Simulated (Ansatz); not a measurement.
# BaS in the zinc blende structure (space group F-43m, No. 216; a hypothetical phase, not in the database extracts checked)

```xyz
2
Lattice="0.0000 3.5178 3.5178 3.5178 0.0000 3.5178 3.5178 3.5178 0.0000" Properties=species:S:1:pos:R:3 pbc="T T T"
S      5.2767     5.2767     5.2767
Ba     0.0000     0.0000     0.0000
```

Computed with plane-wave PAW DFT at the PBE level (Ansatz, an electronic-structure program, 420 eV), no spin-orbit coupling. Γ-centred 8×8×8 mesh, Fermi–Dirac width 0.05 eV.

- Volume per atom: 43.53 Å³
- Density: 3.23 g/cm³
- Band gap: 2.75 eV, indirect, W → Γ
- Electron mass: 0.39 mₑ
- Total energy: -3427.703 eV/atom (σ→0; compares only within this code and set-up)

Effective masses come from finite differences of ±0.01 Å⁻¹. No phonon test of stability was made.
